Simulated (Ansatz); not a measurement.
The parent structure is YN in the rock salt structure (space group Fm-3m, No. 225; a = 4.8957 Å).

The change: an isotropic linear strain of −3.72 %; the atoms relax in the strained cell.

Levels (all Ansatz, a quantum-chemistry and plane-wave program, PAW): r2SCAN (500 eV, spin-orbit coupling left out); HSE06+SOC (420 eV, with spin-orbit coupling).

The geometry is relaxed with r2SCAN.

| Item | Value |
|---|---|
| r2SCAN valence-band top at Γ | 0.00, 0.00, 0.00 eV |
| r2SCAN lowest conduction level above the VBM at special points | X 0.36 eV; K 2.95 eV; U 2.95 eV; Γ 3.72 eV |

Q: Predict the valence-band top at Γ and lowest conduction level above the VBM at special points from HSE06+SOC.

A: The valence-band top at Γ (three highest Kramers pairs, from the VBM) becomes 0.00, 0.00, -0.08 eV (r2SCAN: 0.00, 0.00, 0.00 eV); the lowest conduction level above the VBM at special points changes from X 0.36 eV; K 2.95 eV; U 2.95 eV; Γ 3.72 eV to X 0.84 eV; K 3.58 eV; U 3.58 eV; Γ 4.45 eV. The threefold valence maximum splits by Δso ≈ 0.08 eV.

Single points use the geometry relaxed with r2SCAN. HSE06 was sampled on its mesh, a few special points and the semilocal edge points, so its gap is an upper bound. The spin-orbit shifts are approximate. The levels and masses belong to the bands next to the band gap. No phonon test of stability was made.
